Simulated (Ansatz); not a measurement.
System: pyrite ZnS2 (high-pressure phase). Method: PBE0 in Ansatz (plane waves, PAW).

Run with plane-wave cutoff 460 eV, 4×4×4 k mesh, Fermi–Dirac smearing 0.01 eV, scalar-relativistic PAW data made under PBE.

Cell (relaxed with PBEsol):

ZnS₂ is taken in the cubic space group Pa-3 (No. 205), Pearson symbol cP12. Lattice parameters: a = b = c = 5.889 Å, α = β = γ = 90.00°. Zn on 4a has 6 S at 2.494 Å (octahedral). S on 8c has 1 S at 2.076 Å and 3 Zn at 2.494 Å (tetrahedral). (Neighbours: up to the widest gap in distance over summed covalent radii, below 1.35, at either atom; cation-cation and far metal-metal contacts left out.)

### Question
Estimate the band gap and smallest direct gap on the k points sampled that the calculation returns.

### Answer

- band gap: 3.19 eV (indirect)
- smallest direct gap on the k points sampled: 3.40 eV

Note: cell and atoms aren't relaxed at this level (largest force component 0.21 eV/Å, pressure 2.6 GPa).

Static lattice: no zero-point or thermal effects.

Ansatz is a program for electronic structure.
